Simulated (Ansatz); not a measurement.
Input:

```
CELL_PARAMETERS angstrom
      0.05150     1.78189     1.78189
      1.78189     0.05150     1.78189
      1.83338     1.83338     0.00000
ATOMIC_POSITIONS crystal
  Cu 0.00000 0.00000 0.00000
```

No spin polarisation.

Method: Kohn–Sham DFT with the PBEsol functional, run in Ansatz (a first-principles code) with PAW and 420 eV plane waves, no spin-orbit coupling. Γ-centred 22×22×22 mesh, Fermi–Dirac width 0.05 eV.

Predict the pressure (mean of the normal stresses, compression positive).

0.6 GPa.

What band gap does the calculation give?

Zero.

What space group does the calculation give?

Immm (No. 71).

The cells carry an imposed strain or load. No phonon test of stability was made. The final runs are not spin-polarised. The cell was made from Cu in the fcc (Cu type) structure (space group Fm-3m, No. 225) by this change: tensor shear ε_xy = +2.89 %.
